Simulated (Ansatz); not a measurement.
Start from MoP (space group P-6m2, No. 187; a = 3.2063 Å, c = 3.1738 Å).

Computed with Ansatz (a first-principles code), PBEsol, PAW, cutoff 420 eV, no spin-orbit coupling.

For the base:

```
Property               Value
-------------------  -------
Lattice parameter a  3.206 Å
```

It is then changed as follows: cell and atoms relaxed at a pressure of 4.2 GPa.

What does the calculation give for the lattice parameter a after the change?

The lattice parameter a drops by 0.022 Å, from 3.206 Å to 3.184 Å.

Load acts through the strain it causes; cell and atoms are relaxed under it. Stability against distortions was not tested. All final runs are without spin polarisation. An odd electron count without spin: MoP.
